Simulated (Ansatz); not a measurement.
The parent structure is BeSe in the zinc blende structure (space group F-43m, No. 216; a = 5.1778 Å).

Calculations: Ansatz (a quantum-chemistry and plane-wave program) PBE, no spin-orbit coupling.

Before the change:

| Property | Result |
|---|---|
| Width of the top valence band | 3.20 eV |
| Volume per atom | 17.35 Å³ |
| Smallest direct gap | 4.22 eV |

The change: a hydrostatic pressure of 0.3 GPa.

Problem. How does this affect the width of the top valence band, volume per atom and smallest direct gap?

Solution. The width of the top valence band stays essentially unchanged (3.20 eV against 3.22 eV); the volume per atom drops by 0.07 Å³ to 17.28 Å³; the smallest direct gap rises by 0.03 eV to 4.25 eV.

Load acts through the strain it causes; cell and atoms are relaxed under it. Stability against distortions was not tested.
